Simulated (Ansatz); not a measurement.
Ge on the P site in zinc-blende BP

Method: PBE, PAW (plane waves to 420 eV; Ansatz, a first-principles code). Cell: 64 sites, 2×2×2; final energies on a 2×2×2 shifted mesh. Site at the start: the P site. Energies of charged states are corrected for periodic images (point charge plus alignment at distant sites). Dielectric constants: PBE linear response of the host. Host gap at this level: 1.25 eV. These values are not converged in cell size to better than tenths of an eV. Levels are measured in PBE's own, too narrow, gap. Spin–orbit coupling is left out. Each state is the lowest found from its start.

| charge | moment (μB) | largest move off a lattice site (Å) | image correction with alignment (eV) |
|---|---|---|---|
| +1* | not spin-polarised | 0.12 | – |
| 0* | fractional | 0.11 | – |
| −1 | not spin-polarised | 0.08 | 0.14 |

* At this level the carrier isn't localised at the defect: at charge +1 holes occupy the valence band; at charge 0 holes occupy the valence band. Such a state is shallow or no state of the defect, and this cell gives it no level.

Starting moments that weren't kept: charge 0 began with 1 μB and ended with 0.5.

Flagged in the runs: a doubtful potential alignment.
